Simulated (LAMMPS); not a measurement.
Surface tension of liquid Cu over temperature.

Model: classical MD, pair style eam/alloy, file AlCu.eam.alloy, run in LAMMPS.

```csv
T (K),surface tension,excess energy
1360,0.72 ± 0.02 N/m,1.1 J/m²
1560,0.62 ± 0.01 N/m,1.1 J/m²
1830,0.57 ± 0.01 N/m,1.1 J/m²
```

Uncertainties are statistical and leave out the potential's own error.
